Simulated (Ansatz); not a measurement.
Consider Au in the fcc (Cu type) structure (space group Fm-3m, No. 225; a = 4.0829 Å; relaxed with 0.1 eV smearing). Axes: x, y, z lie along the cube axes.

Structures relaxed with Ansatz (a quantum-chemistry and plane-wave program), PBEsol, PAW, cutoff 420 eV, spin-orbit coupling left out, earlier PAW set.

Base:

Simulated powder pattern, Cu Kα1, λ = 1.54056 Å (kinematic, ideal powder, no thermal factors, no anomalous dispersion; the 8 strongest lines at most, above 2 %, up to 2θ = 90°):

```
2θ (°)  I/Imax (%)    hkl
------  ----------  -----
38.15          100  (111)
44.34           49  (200)
64.50           33  (220)
77.47           40  (311)
81.62           12  (222)
```

The change: uniaxial strain ε_zz = +4.96 %, all other strain components held at zero; the atoms relax in the strained cell.

After the change:

Simulated powder pattern, Cu Kα1, λ = 1.54056 Å (kinematic, ideal powder, no thermal factors, no anomalous dispersion; the 8 strongest lines at most, above 2 %, up to 2θ = 90°):

```tsv
2θ (°)	I/Imax (%)	hkl
37.53	100	(111)
42.14	18	(002)
44.34	32	(200)
62.82	23	(202)
64.50	11	(220)
73.97	14	(113)
77.08	26	(311)
80.09	12	(222)
```

The indices refer to the base's conventional cell; one index is shown for lines that coincide. The space group is now I4/mmm (No. 139).

Stability against distortions was not tested.
